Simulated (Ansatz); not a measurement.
Band structure of ZnO (P6_3mc, 4 atoms in the cell).

```
CELL_PARAMETERS angstrom
      3.23735     0.00000     0.00000
     -1.61868     2.80363     0.00000
      0.00000     0.00000     5.22206
ATOMIC_POSITIONS crystal
  Zn 0.66667 0.33333 0.50059
  Zn 0.33333 0.66667 0.00059
  O  0.66667 0.33333 0.87972
  O  0.33333 0.66667 0.37972
```

Method: PBE, PAW files (plane waves; Ansatz, a quantum-chemistry and plane-wave program).

Settings: kpoints.mp_grid.grid = 8 8 5; hamiltonian.xc = pbe; hamiltonian.pseudopotentials = {kind: paw} (the program's default PAW files); scf.occupations.method = fermi_dirac; scf.occupations.width = 0.02 eV; kpoints.band_path.npoints = 8.

The starting cell comes from a database of computed structures (which also holds hypothetical and non-ambient phases and stackings), without a prior relaxation at this level.

Problem. Predict the gap along the standard path and the places of the band edges.

Solution. The gap along the path is 0.80 eV, direct at Γ to within 0.01 eV.

Levels in eV from the top of the valence band on the path, bands 15 to 21:
| point | 15 | 16 | 17 | 18 | 19 | 20 | 21 |
|---|---|---|---|---|---|---|---|
| Γ | -0.80 | -0.09 | 0.00 | 0.00 | 0.80 | 5.26 | 8.21 |
| M | -2.84 | -2.27 | -1.30 | -0.84 | 5.80 | 6.89 | 7.60 |
| K | -3.54 | -1.93 | -1.93 | -1.74 | 7.68 | 7.73 | 7.73 |
| A | -0.39 | -0.39 | -0.39 | -0.39 | 3.46 | 3.46 | 10.09 |
| L | -1.51 | -1.51 | -1.39 | -1.39 | 5.73 | 5.73 | 8.45 |
| H | -2.70 | -2.70 | -1.26 | -1.26 | 8.01 | 8.01 | 8.02 |

Keys are those of Ansatz 0.2.
